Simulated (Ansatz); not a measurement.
ZnS under load (space group P6_3mc): band-edge transport data

Data:

```xyz
4
Lattice="3.7896 0.0000 0.0000 -1.8948 3.2819 0.0000 0.0000 0.0000 6.1590" Properties=species:S:1:pos:R:3 pbc="T T T"
Zn     0.0000     2.1879    -0.0032
Zn     1.8948     1.0940     3.0763
S      0.0000     2.1879     2.3128
S      1.8948     1.0940     5.3923
```

Calculation: PBE with spin-orbit coupling, rigid bands (plane waves, PAW; Ansatz, a quantum-chemistry and plane-wave program). Condition of this run: uniaxial stress along c of 1 GPa (compression positive) (the target of the relaxation). Geometry: cell and atoms relaxed with PBEsol, then loaded as said.

The band gap is 2.32 eV. The electron conductivity mass (300 K, dilute) is 0.20 (x), 0.20 (y), 0.179 (z) mₑ and the hole conductivity mass (300 K, dilute) comes out as 1.13 (x), 1.13 (y), 1.39 (z) mₑ. The effective density of states N_c (300 K) comes out as 2.1e18 cm⁻³ and the effective density of states N_v (300 K) comes out as 4.1e19 cm⁻³. The density-of-states mass, electrons comes out as 0.190 mₑ, the density-of-states mass, holes is 1.38 mₑ and the Seebeck coefficient, n-type 1e19 cm⁻³, 300 K is -111 μV/K. The Seebeck coefficient, p-type 1e19 cm⁻³, 300 K is 371 μV/K and the best p-type power factor at 300 K for τ = 10 fs (best axis; densities from 1e16 to 1e21 cm⁻³ tried, whether or not they can be reached) is 11.4 μW/(cm·K²) at 3e20 cm⁻³.

Rigid bands; masses and Seebeck coefficients take one relaxation time τ for all states and one kind of carrier; polarons and phonon drag are left out. Geometry: cell and atoms relaxed with PBEsol.
